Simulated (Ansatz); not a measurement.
Method: PBE (plane waves to 420 eV, PAW; Ansatz, a first-principles code).

Host crystal: wurtzite GaN, with a band gap (PBE, scalar-relativistic without spin-orbit coupling).

Plane-averaged electrostatic potential energy along the normal, in eV from the highest filled level, for Pt on the (0001) surface of wurtzite GaN (2x2 N adatom at H3; a constructed slab, bottom: 3 H on 4 bottom sites), one in a cell of 36 Å², started at the site 'over Ga at depth 1.1 Å':

(z (Å), V (eV)): (5.49, 2.52); (5.78, 2.52); (6.07, 2.52); (6.36, 2.52); (6.64, 2.52); (6.93, 2.52); (7.22, 2.52); (7.51, 2.52); (7.80, 2.51); (8.09, 2.50); (8.38, 2.48); (8.67, 2.43); (8.96, 2.32); (9.24, 2.05); (9.53, 1.15); (9.82, 0.08); (10.11, -0.03); (10.40, -3.98); (10.69, -10.09); (10.98, -12.61); (11.27, -10.55); (11.56, -7.94); (11.84, -6.21); (12.13, -3.22); (12.42, -0.16); (12.71, 0.14); (13.00, -3.92); (13.29, -9.80); (13.58, -12.24); (13.87, -10.15); (14.16, -7.69); (14.44, -6.11); (14.73, -3.23); (15.02, -0.09); (15.31, 0.40); (15.60, -3.44); (15.89, -9.31); (16.18, -12.05); (16.47, -10.16); (16.76, -7.67); (17.04, -6.17); (17.33, -3.42); (17.62, -0.18); (17.91, 0.57); (18.20, -2.93); (18.49, -8.78); (18.78, -11.86); (19.07, -10.26); (19.36, -7.67); (19.64, -6.20); (19.93, -3.62); (20.22, -0.50); (20.51, 0.36); (20.80, -2.68); (21.09, -7.55); (21.38, -10.71); (21.67, -9.99); (21.96, -7.60); (22.24, -5.65); (22.53, -3.48); (22.82, -0.96); (23.11, 0.41); (23.40, 0.41); (23.69, -0.06); (23.98, -0.34); (24.27, -0.36); (24.56, 0.30); (24.84, 1.85); (25.13, 3.57); (25.42, 4.42); (25.71, 4.74); (26.00, 4.89); (26.29, 4.96); (26.58, 4.99); (26.87, 5.00); (27.16, 5.01); (27.44, 5.01); (27.73, 5.01); (28.02, 5.01); (28.31, 5.01); (28.60, 5.01)

Model: 45-atom slab, 13.4 Å thick at the start with caps and adatoms under the adsorbate (thin: gaps and levels are the slab's own), 4x4x1 mesh, Fermi-Dirac 0.01 eV, dipole correction, 23 atoms held, the rest relaxed; held to the start's symmetry, so lower structures may exist; spin-polarised, no spin-orbit, no U, no dispersion correction. The starting moment vanished. At the end it is bonded to Ga + N. In PBE it is, or lies within 0.03 eV of, the lowest of the starts that converged.

Q: The surface cell has an area of 35.88 Å². What dipole along the normal does the step between the two vacuum levels imply?

A: the top vacuum level lies 2.49 eV above the bottom one; p = −ε₀ A ΔV (ε₀ = 0.005526 e/(V·Å)) gives -0.49 e·Å a cell.
